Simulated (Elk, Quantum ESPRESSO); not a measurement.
## Equation of state of zinc-blende BeSe (space group 216): energy against volume (Elk, LDA)

```
CELL_PARAMETERS angstrom
      0.00000     2.47004     2.47004
      2.47004     0.00000     2.47004
      2.47004     2.47004     0.00000
ATOMIC_POSITIONS crystal
  Be 0.00000 0.00000 0.00000
  Se 0.75000 0.75000 0.75000
```

Method: LDA (PW92), all-electron FP-LAPW, Elk's shipped species files, APW+lo basis with extra local orbitals run with Elk. Settings: rgkmax = 8.55; swidth = 0.000367493 Ha; ngridk = 11 11 11; tforce = true; gmaxvr = 18 1/bohr; lmaxapw = 10; lmaxo = 8; nxlo = 2; lorbcnd = true; lradstp = 2; nrmtscf = 2; rmtscf = 0.9; lmaxi = 4; maxscl = 100; sphere radii = {Be: 1.62, Se: 2.16} bohr. The cell above is the first row's. The rows scale it uniformly. In all rows fractional positions and the k mesh are held. E is the free energy at the stated smearing, counted from the lowest row.

| V (Å^3/atom) | E (meV/atom) |
|---|---|
| 15.070 | ? |
| 15.398 | 17.38 |
| 15.725 | 7.53 |
| 16.053 | 1.85 |
| 16.380 | 0.00 |
| 16.708 | 1.58 |
| 17.036 | 6.27 |
| 17.363 | 13.81 |
| 17.691 | 23.92 |

**Question.** Using the third-order Birch-Murnaghan form, a cubic in V^(-2/3), estimate the missing E at V = 15.070 from the other rows, showing the fit.

**Answer.** With u = V^(-2/3) - 0.154, the rows have u = 0.007569, 0.005321, 0.003143, 0.001045, -0.000991, -0.002961, -0.004864, -0.006713. Least squares gives E = 0.387 - 797.46·u + 402721·u² - 102116·u³. Residuals (row less fit): 0.001, -0.001, -0.006, 0.007, 0.007, -0.012, 0.005, 0.000; standard error 0.009 (degrees of freedom: 4). Its minimum lies at u = 0.000990, so V0 = (0.154990)^(-3/2) = 16.39. There d²E/du² = 804800 and d³E/du³ = -612700, so B0 = (4/9) × 16.39^(-7/3) × 804800 × 0.160218 = 84.0 GPa (the last factor turns the table's units into GPa), and B0' = 4 + (2/3) × 0.154990 × (-612700)/804800 = 3.9. At the withheld row, u = 0.009905, so E = 0.387 - 797.46 × 0.009905 + 402721 × 0.009905² - 102116 × 0.009905³ = 31.899 meV/atom. The calculation gives 31.86 meV/atom, 0.039 meV/atom below the prediction (0.1 % of the range of E in the table). The row lies outside the fitted rows, so this is an extrapolation. From the scatter of the fitted rows alone, a prediction at this place has a standard error of 0.025 meV/atom, so the miss is 1.5 times that.

Carrying the step between the two nearest rows on in a straight line would have given 27.26, off by 4.60; series whose last step already gives the withheld value aren't shown. The scan was laid around a cell of about the measured size, scaled by a guess for this functional. The runs keep the symmetry of the cell, so they don't test it for distortions. A plane-wave scan with the same functional (Quantum ESPRESSO, GBRV) gives V0 = 16.44 Å^3/atom and B0 = 83.9 GPa; a Birch-Murnaghan fit to all rows here lies -0.3 % from it in V0 and 0 % in B0; the two differ in basis, and may differ in potentials and mesh. Values depend on the basis (sphere radii, cutoffs, local orbitals), which need not be converged. Sphere radii are the same in all rows. Cutoffs and mesh are single choices, not tested for convergence of this quantity. Series with a scatter that would blur these digits, or in which a gap closes, are not shown. Nor are scans whose minimum lies at an end fitted in this form.
